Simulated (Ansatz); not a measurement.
RuAl (model structure, started from the CuPt type, R-3m, No. 166, 2 atoms in the cell): properties by level of theory

| level (code) | lattice constant a (Å) | c axis length (Å) | formation enthalpy (eV/atom) |
|---|---|---|---|
| PBE (Ansatz) | 2.872 | 11.922 | -0.355 |
| PBEsol (Ansatz) | 2.837 | 11.862 | -0.332 |
| PBE-D3(BJ) (Ansatz) | 2.839 | 11.835 | -0.364 |
| r²SCAN (Ansatz) | 2.850 | 11.834 | -0.386 |

Ansatz's density-functional and Hartree–Fock values are scalar-relativistic unless marked +SOC, with PAW data made under PBE.

The computed numbers hold no vibrational or temperature effects.

A model structure was made by putting elements into a prototype or built by hand; it is no filed structure, need not be a known phase, and can be a saddle point held by its symmetry.

Ansatz is a quantum-chemistry and plane-wave program.
